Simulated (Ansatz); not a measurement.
Take TiB2 (space group P6/mmm, No. 191; a = 3.0320 Å, c = 3.2243 Å) as the base.

Now apply this change: a hydrostatic pressure of 2.1 GPa.

Levels (all Ansatz, a quantum-chemistry and plane-wave program, PAW): PBE (420 eV, no SOC); r2SCAN (500 eV, no spin-orbit coupling).

The geometry is relaxed with PBE.

PBE pressure: 2.1 GPa

With r2SCAN at the same geometry, the pressure decreases by 1.45 GPa to 0.6 GPa.

Single points use the geometry relaxed with PBE. Their cutoffs differ, which shifts pressures a little. Load acts through the strain it causes; cell and atoms are relaxed under it. Stability against distortions was not tested. The final runs are not spin-polarised.
